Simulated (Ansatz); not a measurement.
```yaml
crystal:
  lattice:
    - [27.00000, 0.00000, 0.00000]
    - [0.00000, 14.50000, 0.00000]
    - [0.00000, 0.00000, 5.48685]
  atoms:
    - { symbol: S, position: [0.20207, 0.39276, 0.65776] }
    - { symbol: Mo, position: [0.21177, 0.50000, 0.35582] }
    - { symbol: S, position: [0.20207, 0.60724, 0.65776] }
    - { symbol: S, position: [0.26449, 0.38981, 0.16183] }
    - { symbol: Mo, position: [0.26085, 0.50000, 0.84196] }
    - { symbol: S, position: [0.26449, 0.61019, 0.16183] }
    - { symbol: S, position: [0.32159, 0.39437, 0.66756] }
    - { symbol: Mo, position: [0.32284, 0.50000, 0.32739] }
    - { symbol: S, position: [0.32159, 0.60563, 0.66756] }
    - { symbol: S, position: [0.38217, 0.39200, 0.16650] }
    - { symbol: Mo, position: [0.38205, 0.50000, 0.83327] }
    - { symbol: S, position: [0.38217, 0.60800, 0.16650] }
    - { symbol: S, position: [0.44086, 0.39187, 0.66701] }
    - { symbol: Mo, position: [0.44092, 0.50000, 0.33386] }
    - { symbol: S, position: [0.44086, 0.60813, 0.66701] }
    - { symbol: S, position: [0.50000, 0.39228, 0.16687] }
    - { symbol: Mo, position: [0.50000, 0.50000, 0.83239] }
    - { symbol: S, position: [0.50000, 0.60772, 0.16687] }
    - { symbol: S, position: [0.55914, 0.39187, 0.66701] }
    - { symbol: Mo, position: [0.55908, 0.50000, 0.33386] }
    - { symbol: S, position: [0.55914, 0.60813, 0.66701] }
    - { symbol: S, position: [0.61783, 0.39200, 0.16650] }
    - { symbol: Mo, position: [0.61795, 0.50000, 0.83327] }
    - { symbol: S, position: [0.61783, 0.60800, 0.16650] }
    - { symbol: S, position: [0.67841, 0.39437, 0.66756] }
    - { symbol: Mo, position: [0.67716, 0.50000, 0.32739] }
    - { symbol: S, position: [0.67841, 0.60563, 0.66756] }
    - { symbol: S, position: [0.73551, 0.38981, 0.16183] }
    - { symbol: Mo, position: [0.73915, 0.50000, 0.84196] }
    - { symbol: S, position: [0.73551, 0.61019, 0.16183] }
    - { symbol: S, position: [0.79793, 0.39276, 0.65776] }
    - { symbol: Mo, position: [0.78823, 0.50000, 0.35582] }
    - { symbol: S, position: [0.79793, 0.60724, 0.65776] }
```

Levels: PBE (plane waves to 420 eV, PAW; Ansatz, a quantum-chemistry and plane-wave program); PBE with spin-orbit coupling (Ansatz); r2SCAN (plane waves to 500 eV, PAW; Ansatz). Unmarked values and the geometry are of the first. Mesh 1×1×6. No spin polarisation, so a magnetic state wasn't tested. Isolated but for its images some 11 Å away. A model structure. Only distortions within the start's symmetry and period were free. Values not marked SOC lack spin–orbit coupling. Buckling under compression is shut out by symmetry and the short period.

Problem. Say what this body is, and give its properties.

Solution. Armchair MoS2 nanoribbon, N = 11, bare edges. An idealised model, cut from the flat sheet.
```
Property                                                                        Value
---------------------------------------------------------------  --------------------
largest distance between nuclei across the axis                               16.39 Å
edge energy against the flat MoS2 sheet, per length of one edge           +0.716 eV/Å
PBE gap                                                          0.57 eV, direct at Γ
electron mass along the axis (PBE)                                             1.3 mₑ
hole mass along the axis (PBE)                                                 1.2 mₑ
PBE+SOC gap at this geometry                                                  0.56 eV
r2SCAN gap at this geometry                                                   0.73 eV
axial stiffness dF/dε                                                          180 nN
```
